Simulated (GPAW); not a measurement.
Worked example: self-consistent single point of MnRh (P4mm, 2 atoms in the cell) in GPAW.

Level of theory: PBEsol, GPAW PAW datasets PBEsol (made by gpaw-setup) (plane waves; GPAW).

```yaml
crystal:
  lattice:
    - [3.03657, 0.00000, 0.00000]
    - [0.00000, 3.03657, 0.00000]
    - [0.00000, 0.00000, 3.03657]
  atoms:
    - { symbol: Mn, position: [0.00000, 0.00000, 0.01647], spin: 4.0 }
    - { symbol: Rh, position: [0.50000, 0.50000, 0.50000], spin: 1.0 }
```
(The spins are starting values, not results.)

Reference input (self-consistent single point, DFT PBEsol, plane waves, GPAW PAW datasets PBEsol (made by gpaw-setup)): spinpol = true; mode = pw; ecut = 800 eV; xc = PBEsol; kpts = 5 5 5; mesh shift (steps) = 0 0 0; occupations.name = methfessel-paxton; occupations.width = 0.1 eV; occupations.order = 0; nbands = -8; convergence.density = 1e-05 e/electron; convergence.energy = 1e-05 eV/electron. This run's input differs from it in these lines:

```diff
@@ -17,3 +17,3 @@
             xc='PBEsol',
-            kpts=(5, 5, 5),
+            kpts={'size': (2, 2, 2), 'gamma': True},
             occupations={'name': 'methfessel-paxton', 'width': 0.1, 'order': 0},
```

Log, with long lists cut:

```
     iter     time        total  log10-change:  magmom
                         energy   eigst   dens
iter:   1 --:--:--   -16.655533                   +5.0015
iter:   2 --:--:--   -16.422314   -1.57  -1.68    +4.4751
iter:   3 --:--:--   -16.363438   -2.37  -1.83    +4.1242
iter:   4 --:--:--   -16.407942   -3.36  -1.85    +4.1981
iter:   5 --:--:--   -16.445297   -2.96  -1.84    +4.3525
   [... 89 lines left out ...]
iter:  95 --:--:--   -16.391327   -4.21  -2.45    +3.5180
iter:  96 --:--:--   -16.391215   -4.73  -2.39    +3.5493
iter:  97 --:--:--   -16.390276   -4.93  -2.36    +3.5739
   [... lines left out ...]
iter: 150 --:--:--   -16.388120   -3.18  -2.21    +3.6987

Did not converge!

Here are some tips:

1) Make sure the geometry and spin-state is physically sound.
2) Use less aggressive density mixing.
3) Solve the eigenvalue problem more accurately at each scf-step.
4) Use a smoother distribution function for the occupation numbers.
5) Try adding more empty states.
6) Use enough k-points.
7) Don't let your structure optimization algorithm take too large steps.
8) Solve the Poisson equation more accurately.
9) Better initial guess for the wave functions.

See details here:

    https://gpaw.readthedocs.io/documentation/convergence.html
Traceback (most recent call last):
   [... frames left out ...]
gpaw.KohnShamConvergenceError: Did not converge!  See text output for help.
```

The run ended unconverged after 150 iterations. 

The starting cell comes from a database of computed structures (which also holds hypothetical and non-ambient phases and stackings), without a prior relaxation at this level. Its lattice was rescaled by up to half a per cent. One atom was moved a little off its site on purpose.

Cost on one core of a shared machine: roughly 80 s.
